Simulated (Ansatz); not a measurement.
Consider Ag in the fcc (Cu type) structure (space group Fm-3m, No. 225; a = 4.105 Å).

Method: r2SCAN (Ansatz, a program for electronic structure; PAW; 500 eV plane waves; no spin-orbit coupling).

For the base:

| Property | Value |
|---|---|
| Lattice parameter a | 4.105 Å |

The change: cell and atoms relaxed at a pressure of 0.9 GPa.

How does this affect the lattice parameter a?

The lattice parameter a falls by 0.011 Å to 4.094 Å.

Load acts through the strain it causes; cell and atoms are relaxed under it. Stability against distortions was not tested.
